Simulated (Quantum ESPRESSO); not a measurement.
**Several settings converged on ScAg2 (I4mm, 3 atoms in the cell)**

```yaml
crystal:
  lattice:
    - [-1.77444, 1.77444, 4.47660]
    - [1.77444, -1.77444, 4.47660]
    - [1.77444, 1.77444, -4.47660]
  atoms:
    - { symbol: Sc, position: [0.00558, 0.00558, 0.00000] }
    - { symbol: Ag, position: [0.66664, 0.66664, 0.00000] }
    - { symbol: Ag, position: [0.33336, 0.33336, 0.00000] }
```

Base method: PBEsol, SSSP 1.1.2 efficiency (PBE) pseudopotentials (plane waves; Quantum ESPRESSO 7.5).

Base settings: ecutwfc = 60 Ry; occupations = smearing; smearing = fd; degauss = 0.0073499 Ry; input_dft = pbesol; potentials = {Sc: Sc_ONCV_PBE-1.0.oncvpsp.upf, Ag: Ag_ONCV_PBE-1.0.oncvpsp.upf}; K_POINTS = automatic 5 5 5 0 0 0; conv_thr = 1e-10 Ry.

The count of work is k-points × plane waves × bands × iterations; it is no time. Core times come from one kind of shared machine, to one figure; runs under 30 s give none.

**The plane-wave cutoff**

The second cell is the first with its lattice scaled by 0.98.

The mesh stays at the base's, so the ladder's end is converged at best in this setting alone.

Only quantities that move along the ladder and can be compared are tabulated.

| ecutwfc | free energy less the last step's (meV/atom) | energy of the compressed cell less the first (meV/atom) | pressure (GPa) | largest difference of a force vector from the last step's (eV/Å) | count of work / last | core time / last (rough) |
|---|---|---|---|---|---|---|
| 21 Ry | 21698.40 | 119.79 | -612.13 | 0.371 | 0.061 | – |
| 27 Ry | 5009.07 | -14.85 | -209.13 | 0.180 | 0.082 | – |
| 33 Ry | 895.54 | -25.32 | -57.25 | 0.029 | 0.11 | – |
| 42 Ry | 35.62 | -8.78 | -7.62 | 0.003 | 0.14 | – |
| 54 Ry | 0.55 | -8.91 | -4.14 | 0.000 | 0.23 | 0.2 |
| 60 Ry | 0.43 | -8.91 | -4.13 | 0.000 | 0.27 | 0.2 |
| 72 Ry | 0.23 | -8.93 | -4.14 | 0.000 | 0.35 | 0.3 |
| 90 Ry | 0.04 | -8.93 | -4.13 | 0.000 | 0.50 | 0.3 |
| 144 Ry | 0.00 | -8.93 | -4.13 | 0.000 | 1.0 | 1 |

Coarsest ecutwfc that holds the forces within 0.02 eV/Å of the last step, with all finer ones: 42 Ry, at 0.14 of the last step's count of work; the step before is off by 0.029 eV/Å.

Coarsest ecutwfc that holds the pressure within 0.5 GPa of the last step, with all finer ones: 54 Ry, at 0.23 of the last step's count of work and about 0.2 of the last step's time; the step before is off by 3.5 GPa.

Coarsest ecutwfc that holds the energy of the compressed cell less the first within 2 meV/atom of the last step, with all finer ones: 42 Ry, at 0.14 of the last step's count of work; the step before is off by 16 meV/atom.

The energy difference between the two cells stays within 1 meV/atom of the last step's from 42 Ry on, the total only from 54 Ry on: much of the error is common to both cells and cancels.

At the lowest cutoff the pressure lies 608 GPa under the last step's, the usual sign of Pulay stress in an incomplete plane-wave basis.

**The cutoff for other potential files**

Level: DFT, PBEsol, plane waves, PseudoDojo standard norm-conserving (PBESOL) pseudopotentials.

In this ladder: input_dft = default; pseudopotentials = {Sc: Sc.upf, Ag: Ag.upf}.

The second cell is the first with its lattice scaled by 0.98.

The mesh stays at the base's, so the ladder's end is converged at best in this setting alone.

Only quantities that move along the ladder and can be compared are tabulated.

| ecutwfc | free energy less the last step's (meV/atom) | energy of the compressed cell less the first (meV/atom) | pressure (GPa) | largest difference of a force vector from the last step's (eV/Å) | count of work / last | core time / last (rough) |
|---|---|---|---|---|---|---|
| 38 Ry | 8547.89 | 12.62 | -251.08 | 0.289 | 0.12 | – |
| 47 Ry | 2405.42 | -18.17 | -101.55 | 0.049 | 0.15 | – |
| 59 Ry | 317.51 | -9.00 | -24.12 | 0.016 | 0.22 | 0.2 |
| 72 Ry | 17.54 | -7.76 | -5.86 | 0.001 | 0.28 | 0.2 |
| 85 Ry | 0.49 | -7.77 | -4.00 | 0.000 | 0.35 | 0.3 |
| 128 Ry | 0.13 | -7.78 | -3.97 | 0.000 | 0.65 | 0.6 |
| 170 Ry | 0.00 | -7.78 | -3.97 | 0.000 | 1.0 | 1 |

Coarsest ecutwfc that holds the free energy within 5 meV/atom of the last step, with all finer ones: 85 Ry, at 0.35 of the last step's count of work and about 0.3 of the last step's time; the step before is off by 18 meV/atom.

Coarsest ecutwfc that holds the energy of the compressed cell less the first within 0.2 meV/atom of the last step, with all finer ones: 72 Ry, at 0.28 of the last step's count of work and about 0.2 of the last step's time; the step before is off by 1.2 meV/atom.

Coarsest ecutwfc that holds the pressure within 0.1 GPa of the last step, with all finer ones: 85 Ry, at 0.35 of the last step's count of work and about 0.3 of the last step's time; the step before is off by 1.9 GPa.

The energy difference between the two cells stays within 1 meV/atom of the last step's from 72 Ry on, the total only from 85 Ry on: much of the error is common to both cells and cancels.

At the lowest cutoff the pressure lies 247 GPa under the last step's, the usual sign of Pulay stress in an incomplete plane-wave basis.

**The relaxed cell against the cutoff**

On ScAg₂ (I4/mmm, 3 atoms in the cell): atoms on their sites.

In this ladder: calculation = vc-relax; tprnfor = default; tstress = default.

The mesh stays at the base's, so the ladder's end is converged at best in this setting alone.

Only quantities that move along the ladder and can be compared are tabulated.

```csv
ecutwfc,relaxed volume (Å³/atom),relaxation steps,core time / last (rough)
30 Ry,14.688,4,0.07
36 Ry,16.591,5,0.1
42 Ry,17.680,5,0.1
51 Ry,17.990,6,0.2
60 Ry,17.995,6,0.2
90 Ry,17.996,6,0.5
120 Ry,17.996,6,1
```

Coarsest ecutwfc that holds the relaxed volume within 0.018 Å³/atom of the last step, with all finer ones: 51 Ry, at about 0.2 of the last step's time; the step before is off by 0.32 Å³/atom.

At the lowest cutoff the cell relaxes to a volume 18 % smaller than at the highest.

On the base run: the starting cell comes from a database of computed structures (which also holds hypothetical and non-ambient phases and stackings), without a prior relaxation at this level. Its lattice was rescaled by up to half a per cent. One atom was moved a little off its site on purpose. Without a gap this mesh is coarse (it stands for a supercell whose shortest vector is 18 Å).
